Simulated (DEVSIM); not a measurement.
Structure: Si p-n junction from an implanted or diffused profile, at 400 K.

```tsv
layer (left to right)	material	thickness (μm)	Nd (cm⁻³)	τn (s)	τp (s)
1	Si	13.0	2.6e15	2.9e-6	8.7e-8
```

Added acceptor profile: 1.1e17 cm⁻³ × exp(−(x − 0.18 μm)²/(2·(0.26 μm)²)). Left contact: ohmic. Right contact: ohmic. Voltage is applied to the left contact. Recombination: SRH at mid-gap, radiative, Auger. Gap narrowing is on: ΔEg = 6.92 meV × (l + √(l² + 0.5)), l = ln(N/1.3e17 cm⁻³), shared equally by both band edges. Mobility is constant in doping.

The device is made up for the run: typed textbook-type constants, with dimensions and the other settings drawn at random. Values at 300 K; Nc and Nv go as T^1.5, mobilities as T to minus their exponent, the gap by Varshni's rule with the affinity fixed.

| parameter | Si |
|---|---|
| gap (eV) | 1.124 |
| affinity (eV) | 4.05 |
| permittivity | 11.7 |
| Nc (cm⁻³) | 2.86e19 |
| Nv (cm⁻³) | 3.1e19 |
| μn (cm²/Vs) | 1417 |
| μp (cm²/Vs) | 470 |
| T exponent of μn | 2.3 |
| T exponent of μp | 2.2 |
| B (cm³/s) | 4.7e-15 |
| Cn (cm⁶/s) | 2.8e-31 |
| Cp (cm⁶/s) | 9.9e-32 |
| Varshni α (eV/K) | 0.000473 |
| Varshni β (K) | 636 |

Model (solved in DEVSIM): 1D drift-diffusion, Boltzmann statistics, complete ionisation; no tunnelling, impact ionisation, image-force lowering or self-heating.

Give the small-signal capacitance in reverse bias (quasi-static).


```
V (V)  C (nF/cm²)
-----  ----------
-0.04        18.7
-0.1         17.6
-0.2         16.2
-0.3         15.1
-0.4         14.2
-0.6         12.8
-0.8         11.8
-1           11.0
-1.3         10.1
-1.6         9.36
-2           8.60
```
